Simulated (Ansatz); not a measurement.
# SnO2: element substitutions

Consider SnO2 in the rutile structure (space group P4_2/mnm, No. 136; a = 4.769 Å, c = 3.212 Å).

Each row replaces one element on all its sites; cell and atoms are relaxed.

Levels (all Ansatz, a program for electronic structure, PAW): PBEsol (420 eV, scalar-relativistic without spin-orbit coupling); r2SCAN (500 eV, no SOC).

Pressures by level, all at the geometries relaxed with PBEsol:

```tsv
case	PBEsol	r2SCAN
base	0.0 GPa	-1.6 GPa
Sn → Cd	0.0 GPa	0.8 GPa
Sn → Pb	0.0 GPa	-1.0 GPa
```

Single points use the geometry relaxed with PBEsol. Their cutoffs differ, which shifts pressures a little. Stability against distortions was not tested. As relaxed here, CdO2 is a hypothetical phase, not in the database extracts checked. All final runs are without spin polarisation.
